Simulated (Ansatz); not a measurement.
## Response to strain in LiCl

Take LiCl in the rock salt structure (space group Fm-3m, No. 225) as the base.

```
CELL_PARAMETERS angstrom
      0.00000     2.53210     2.53210
      2.53210     0.00000     2.53210
      2.53210     2.53210     0.00000
ATOMIC_POSITIONS crystal
  Li 0.00000 0.00000 0.00000
  Cl 0.50000 0.50000 0.50000
```

Strains are applied to the cell and any free atomic positions relax.

All numbers come from PBEsol (Ansatz, a first-principles code; PAW; 420 eV plane waves; no spin-orbit coupling).

Candidates:
(a) isotropic strain −0.50 %
(b) isotropic strain +1.50 %
(c) isotropic strain −2.00 %

Notes on the quantities. energy relative to the base: free energy F.

Q: Order them by energy relative to the base, lowest first.

A: (a) isotropic strain −0.50 % (+0.4 meV/atom), (b) isotropic strain +1.50 % (+3.4 meV/atom), (c) isotropic strain −2.00 % (+6.9 meV/atom)

No phonon test of stability was made.
